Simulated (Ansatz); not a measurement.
We consider Cd(OH)2 (P-3m1, No. 164; cell taken from a computed entry), described by PBE0 (PAW; Ansatz, a program for electronic structure).

Excerpt of the program's output:

```
WARN output.stress: scf.convergence.dr2_threshold = 1e-7 eV (the SCF's general default) is looser than the 5e-10 eV advised for a printed stress (1e-10 eV for …
WARN output.stress: scf.exx.energy_threshold = 1e-6 eV is looser than the 5e-8 eV advised for a stress under a hybrid functional (1e-8 eV for each atom of the …
Crystal: 5 atoms, lattice volume = 49.898 Å³
Basis set: ecut = 500 eV, 1253 PW (Γ), exchange–correlation on 54×54×72 points (8 copies of the dense FFT grid, shifted against one another)
Bands: 22, of which v1, the nominal top of the filled ones, is band 17 counted from 1 (16 counted from 0)
Symmetry: 12 space group operations
Space group: P-3m1 (ITA 164), of the structure as read, at distance tolerance 3.7e-5 Å
k-points: 100 of 864
Functional: x = pbe(κ = 0.804, μ = 0.2195149727645171), c = pbe(β = 0.06672455060314922), warm-up for x = 0.75 pbe(κ = 0.804, μ = 0.2195149727645171) + 0.25 exact, c = pbe(β = 0.06672455060314922)
SCF iter   1: F=—  HF=-9421.275032 eV  |F-HF|=—  |Δ(HF+E_count)|=         —  Δρ=1.93e-3  dr2=8.71e-4
SCF iter   2: F=-9421.274067 eV  HF=-9421.274488 eV  |F-HF|=4.21e-4  |Δ(HF+E_count)|=   5.44e-4  Δρ=1.00e-3  dr2=1.92e-4
Crystal: 5 atoms, lattice volume = 49.898 Å³
Initial density: handed on by an earlier stage of this run
Functional: x = 0.75 pbe(κ = 0.804, μ = 0.2195149727645171) + 0.25 exact, c = pbe(β = 0.06672455060314922)
  ...
Crystal: 5 atoms, lattice volume = 49.898 Å³
SCF iter   4: F=—  HF=-9424.230841 eV  |F-HF|=—  |Δ(HF+E_count)|=   6.50e-8  Δρ=6.53e-6  dr2=1.47e-8
SCF iter   5: F=-9424.230841 eV  HF=-9424.230841 eV  |F-HF|=9.09e-12  |Δ(HF+E_count)|=   4.41e-9  Δρ=3.84e-7  dr2=1.62e-10
SCF 3 converged in 5 iterations: F = -9424.230841 eV  dr2 = 1.62e-10
Free energy (F): -9424.230841 eV
Internal energy: -9424.230841 eV  (E = F + TS)
E sigma→0 (E₀):  -9424.230841 eV
Fermi energy:    6.540966 eV
--- Forces (eV/Å), atoms counted from 1 ---
  atom   1  Cd    -0.00000000    -0.00000000     0.00000000
  atom   2  H      0.00000000     0.00000000     0.22014864
  atom   3  H     -0.00000000    -0.00000000    -0.22014864
  atom   4  O      0.00000000    -0.00000000    -0.15380611
  atom   5  O      0.00000000     0.00000000     0.15380611
--- Stress (GPa, compression-positive) ---
        0.535023       0.000000       0.000000
        0.000000       0.535023       0.000000
        0.000000       0.000000      -0.400680
  P = ⅓ Tr σ = 0.2231 GPa (2.231 kbar)
```

Task: Write an input file that could have produced this run (the log leaves some choices open).

Result: One answer among several that fit: 
Ansatz 0.2 input:
```yaml
crystal:
  lattice:
    - [3.5174344211, 0.0, 0.0]
    - [-1.7587172105, 3.0461875648, 0.0]
    - [0.0, 0.0, 4.6569107205]
  atoms:
    - { symbol: Cd, position: [0.0, 0.0, 0.0] }
    - { symbol: H, position: [0.6666666667, 0.3333333333, 0.5556945821] }
    - { symbol: H, position: [0.3333333333, 0.6666666667, 0.4443054179] }
    - { symbol: O, position: [0.6666666667, 0.3333333333, 0.7627581007] }
    - { symbol: O, position: [0.3333333333, 0.6666666667, 0.2372418993] }
kpoints:
  mp_grid: { grid: [12, 12, 6] }
hamiltonian:
  xc: pbe0
  pseudopotentials: { kind: paw }
  dispersion: none
scf:
  occupations: { method: gaussian, width: 0.02 }
output:
  forces: true
  stress: true
  eigenvalues: true
basis:
  ecutwfc: 500
  ecutrho_ratio: 4
  xc_grid: 2
magnetization:
  spin_polarized: false
```

The PAW data were made under PBE.

Note: cell and atoms aren't relaxed at this level (largest force component 0.22 eV/Å, pressure 0.2 GPa).
